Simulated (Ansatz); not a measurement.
Base system: Cu in the fcc (Cu type) structure (space group Fm-3m, No. 225; a = 3.564 Å). Axes: x, y, z lie along the cube axes.

Computed with PBEsol, PAW, 420 eV (Ansatz, a program for electronic structure; spin-orbit coupling left out).

Before the change:

The pressure is 0.0 GPa and the shortest interatomic distance is 2.520 Å.

The change: uniaxial strain ε_xx = +0.72 %, all other strain components held at zero, atoms relaxed at fixed cell.

What does the calculation give for the energy relative to the base after the change?

The energy rises by 0.4 meV/atom.

What does the calculation give for the pressure after the change?

The pressure (mean of the normal stresses, compression positive) goes from zero to -1.2 GPa.

How does this affect the shortest interatomic distance?

The shortest interatomic distance remains 2.520 Å.

Without a gap, meshes like the base's 22×22×22 leave anisotropic stresses uncertain by several tenths of a GPa, and small strain energies with them. No phonon test of stability was made. The final runs are not spin-polarised.
